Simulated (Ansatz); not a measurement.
GaSb (model structure, within 0.1 Å of R-3m, No. 166, 4 atoms in the cell)

All values below come from PBEsol (Ansatz, a first-principles code, PAW).

Run with plane-wave cutoff 500 eV, 10×10×6 k mesh (along the axes of the cell as run), Fermi–Dirac smearing 0.05 eV, scalar-relativistic PAW data made under PBE.

Cell (relaxed at this level):

```
CELL_PARAMETERS angstrom
      3.57223    -1.99369    -0.21928
      3.57223     1.99369    -0.21928
     -1.77018     0.00000     6.59621
ATOMIC_POSITIONS crystal
  Ga 0.00000 0.50000 0.00000
  Ga 0.50000 0.00000 0.50000
  Sb 0.74993 0.25007 0.25000
  Sb 0.25007 0.74993 0.75000
```

For GaSb (model structure, within 0.1 Å of R-3m, No. 166, 4 atoms in the cell), the band gap is none.

Spin–orbit coupling is not included.

Static lattice: no zero-point or thermal effects.

A model structure was made by putting elements into a prototype or built by hand; it is no filed structure, need not be a known phase, and can be a saddle point held by its symmetry.
